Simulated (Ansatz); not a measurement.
## A computed series for AlAs: response to strain

Take AlAs in the zinc blende structure (space group F-43m, No. 216; a = 5.675 Å) as the base. Axes: x, y, z lie along the cube axes.

Strains are applied to the cell and any free atomic positions relax; under biaxial strain the out-of-plane vector relaxes too.

All numbers come from Ansatz (a first-principles code) PBEsol, no SOC.

Candidates:
(a) strain tensor (xx, yy, zz, yz, xz, xy) = (+1.44, +0.47, −0.44, +0.48, +0.60, −0.40) %
(b) biaxial strain −4.02 %, plane normal [001], relaxed out of plane
(c) biaxial strain +1.66 %, plane normal [001], relaxed out of plane
(d) tensor shear ε_xz = +0.79 %
(e) isotropic strain +2.38 %

Notes on the quantities. energy relative to the base: free energy F.

### Question
Order them by energy relative to the base, highest first.

### Answer
(b) biaxial strain −4.02 %, plane normal [001], relaxed out of plane (+27 meV/atom), (e) isotropic strain +2.38 % (+24 meV/atom), (c) biaxial strain +1.66 %, plane normal [001], relaxed out of plane (+4.1 meV/atom), (a) strain tensor (xx, yy, zz, yz, xz, xy) = (+1.44, +0.47, −0.44, +0.48, +0.60, −0.40) % (+2.8 meV/atom), (d) tensor shear ε_xz = +0.79 % (+0.9 meV/atom)

Stability against distortions was not tested.
